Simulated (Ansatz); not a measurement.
A computed series for Rb2ScAgCl6: element substitutions

The reference is Rb$_{2}$ScAgCl$_{6}$ (space group Fm-3m, No. 225; a cell from a computed database, its experimental status unchecked).

```yaml
crystal:
  lattice:
    - [0.00000, 5.11887, 5.11887]
    - [5.11887, 0.00000, 5.11887]
    - [5.11887, 5.11887, 0.00000]
  atoms:
    - { symbol: Rb, position: [0.75000, 0.75000, 0.75000] }
    - { symbol: Rb, position: [0.25000, 0.25000, 0.25000] }
    - { symbol: Sc, position: [0.00000, 0.00000, 0.00000] }
    - { symbol: Ag, position: [0.50000, 0.50000, 0.50000] }
    - { symbol: Cl, position: [0.75909, 0.24091, 0.24091] }
    - { symbol: Cl, position: [0.24091, 0.75909, 0.75909] }
    - { symbol: Cl, position: [0.24091, 0.75909, 0.24091] }
    - { symbol: Cl, position: [0.75909, 0.24091, 0.75909] }
    - { symbol: Cl, position: [0.24091, 0.24091, 0.75909] }
    - { symbol: Cl, position: [0.75909, 0.75909, 0.24091] }
```

Each row replaces one element on all its sites; cell and atoms are relaxed.

Calculations: PBEsol (Ansatz, a program for electronic structure), without spin-orbit coupling.

| case | band gap | volume per atom |
|---|---|---|
| base | 3.11 eV | 26.83 Å³ |
| Ag → Au | 1.88 eV | 26.97 Å³ |
| Sc → K | zero | 30.57 Å³ |
| Rb → Cs | 3.18 eV | 27.48 Å³ |

Other magnetic orders, which the real material may have, were not ruled out. With Au present, leaving out spin-orbit coupling can change the band edges. Whether these cells are dynamically stable was not tested. As relaxed here, Rb2KAgCl6 is a hypothetical phase, not in the database extracts checked. For Rb2ScAuCl6 and Cs2ScAgCl6 in this form, whether it has been made was not checked. No Hubbard U is applied, and correlation can decide whether such a compound is a metal. Spin-polarised in the final run: Rb2KAgCl6; the other runs are not.
